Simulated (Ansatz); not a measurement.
Take SiC in the wurtzite structure (space group P6_3mc, No. 186; a = 3.056 Å, c = 5.016 Å) as the base. Axes: x lies along a and z along c of the hexagonal cell.

Calculations: Kohn–Sham DFT with the LDA functional, run in Ansatz (a first-principles code) with PAW and 420 eV plane waves, no spin-orbit coupling.

Before the change:

The electron mass is 0.26 mₑ along c, 0.43 mₑ across (at K) and the valence-band top at Γ is 0.00, 0.00, -0.11 eV. The band gap is 2.13 eV and the width of the top valence band comes out as 3.95 eV.

Modification: biaxial strain −1.80 %, plane normal [001], relaxed out of plane (Cartesian); in-plane vectors clamped, the third vector and the atoms free.

Q: Estimate the effect on the electron mass.

A: The electron mass goes from 0.26 mₑ along c, 0.43 mₑ across (at K) to 0.26 mₑ out of plane, 0.42 mₑ in plane (at K).

Q: How does this affect the valence-band top at Γ?

A: The valence-band top at Γ (three highest levels, from the VBM) becomes 0.00, 0.00, -0.37 eV (base: 0.00, 0.00, -0.11 eV).

Q: Predict the new band gap.

A: The band gap decreases by 0.25 eV, from 2.13 eV to 1.88 eV.

Q: How does this affect the width of the top valence band?

A: The width of the top valence band rises by 0.222 eV (3.95 eV → 4.18 eV).

Q: Estimate the effect on the ratio −ε⊥/ε∥.

A: The ratio −ε⊥/ε∥ comes out as 0.22.

Masses are band curvatures over ±0.01 Å⁻¹ around the edge. Whether these cells are dynamically stable was not tested.
